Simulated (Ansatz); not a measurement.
Levels about the gap of amorphous In₉Ga₉Zn₉O₃₈Sn (66 atoms in a cell of 836 Å³, 5.91 g/cm³; zone centre alone, so wide bands show as single levels with stretches between that a denser mesh fills), at the geometry that PBE relaxed, where it gives 0.5 GPa on a denser mesh. Exact exchange is cut at the faces of this small cell, which leaves a finite-size error. The participation number counts the atoms over which a state spreads; weights are charges in smoothed Voronoi cells. The levels come from a single point, so bond lengths are those of that geometry. Method of the levels: HSE06, scalar-relativistic without spin-orbit coupling (Ansatz, an electronic-structure program). Sampling: the zone centre alone; Fermi-Dirac width 0.02 eV; no spin polarisation. At PBE the levels at the filled edge of the gap are localised (band-tail or defect states).

The cell was made by melting and quenching with the CHGNet potential and then relaxed with DFT. O atoms were pushed apart under 1.9 Å during the dynamics, to hinder bonds among them. The hot cell started wider than the set density and was brought back towards it in steps. It is the lowest in DFT energy of 2 quenches. It is a model cell: composition and starting density were chosen by hand, and all elements were melted together. No dispersion term was used. Its density started from a set value of 5.91 and ended at 5.91 g/cm³. The quench (nominally 320 K/ps over its main leg) was far faster than any real one, so the model tends to hold more defects than a real film. One small periodic cell is one sample of the glass; other quenches scatter about these values. The volume was held where the preparation left it and the shape relaxed, at a PBE pressure of 0.5 GPa. Stress components on the final sampling reach 0.6 GPa.

```json
[
 {"E - E(highest filled), eV": "-0.34", "filling": "filled", "participation number": "21.4", "largest on": "O, 3 neighbours", "weight O": "0.91", "weight In": "0.02", "weight Zn": "0.06", "weight Ga": "0.01"},
 {"E - E(highest filled), eV": "-0.33", "filling": "filled", "participation number": "18.4", "largest on": "O, 3 neighbours", "weight O": "0.90", "weight In": "0.03", "weight Zn": "0.06", "weight Ga": "0.01"},
 {"E - E(highest filled), eV": "-0.30", "filling": "filled", "participation number": "17.3", "largest on": "O, 4 neighbours", "weight O": "0.86", "weight In": "0.02", "weight Zn": "0.11", "weight Ga": "0.02"},
 {"E - E(highest filled), eV": "-0.23", "filling": "filled", "participation number": "23.4", "largest on": "O, 4 neighbours", "weight O": "0.88", "weight In": "0.02", "weight Zn": "0.08", "weight Ga": "0.02"},
 {"E - E(highest filled), eV": "-0.18", "filling": "filled", "participation number": "13.2", "largest on": "O, 3 neighbours", "weight O": "0.91", "weight In": "0.04", "weight Zn": "0.04", "weight Ga": "0.01"},
 {"E - E(highest filled), eV": "-0.14", "filling": "filled", "participation number": "10.2", "largest on": "O, 4 neighbours", "weight O": "0.89", "weight In": "0.02", "weight Zn": "0.07", "weight Ga": "0.02"},
 {"E - E(highest filled), eV": "0.00", "filling": "filled", "participation number": "3.8", "largest on": "O, 3 neighbours", "weight O": "0.90", "weight In": "0.01", "weight Zn": "0.08", "weight Ga": "0.01"},
 {"E - E(highest filled), eV": "2.41", "filling": "empty", "participation number": "61.0", "largest on": "In, 5 neighbours", "weight O": "0.50", "weight In": "0.21", "weight Zn": "0.15", "weight Ga": "0.13"},
 {"E - E(highest filled), eV": "5.18", "filling": "empty", "participation number": "28.8", "largest on": "In, 6 neighbours", "weight O": "0.56", "weight In": "0.29", "weight Zn": "0.04", "weight Ga": "0.09"},
 {"E - E(highest filled), eV": "5.44", "filling": "empty", "participation number": "32.2", "largest on": "In, 6 neighbours", "weight O": "0.57", "weight In": "0.32", "weight Zn": "0.07", "weight Ga": "0.03"},
 {"E - E(highest filled), eV": "5.54", "filling": "empty", "participation number": "42.6", "largest on": "In, 7 neighbours", "weight O": "0.58", "weight In": "0.21", "weight Zn": "0.07", "weight Ga": "0.10"},
 {"E - E(highest filled), eV": "5.64", "filling": "empty", "participation number": "45.0", "largest on": "In, 5 neighbours", "weight O": "0.55", "weight In": "0.19", "weight Zn": "0.15", "weight Ga": "0.07"},
 {"E - E(highest filled), eV": "5.78", "filling": "empty", "participation number": "42.3", "largest on": "In, 6 neighbours", "weight O": "0.56", "weight In": "0.17", "weight Zn": "0.15", "weight Ga": "0.11"},
 {"E - E(highest filled), eV": "5.92", "filling": "empty", "participation number": "46.1", "largest on": "In, 6 neighbours", "weight O": "0.56", "weight In": "0.22", "weight Zn": "0.12", "weight Ga": "0.10"}
]
```

Most localised among these is the filled level at +0.00 eV, on a O atom, which has 3 neighbours (Ga 1.90 Å, Zn 1.91 Å, Zn 1.97 Å).
